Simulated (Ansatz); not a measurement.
Take LiBr in the rock salt structure (space group Fm-3m, No. 225; a = 5.5111 Å) as the base.

All numbers come from PBE (Ansatz, an electronic-structure program, PAW, scalar-relativistic without spin-orbit coupling).

For the base:

```
Property                          Value
-----------------------------  --------
Band gap                        4.91 eV
Pressure                       0.00 GPa
Width of the top valence band   1.13 eV
```

One thing is altered: the cell is scaled by 1.0387 in all directions; the atoms relax in the strained cell.

Predict the new band gap.

The band gap decreases by 0.44 eV to 4.47 eV.

How does this affect the pressure?

The pressure goes from zero to -2.28 GPa.

How does this affect the energy relative to the base?

The energy increases by 20 meV/atom.

What does the calculation give for the width of the top valence band after the change?

The width of the top valence band drops by 0.19 eV to 0.94 eV.

No phonon test of stability was made.
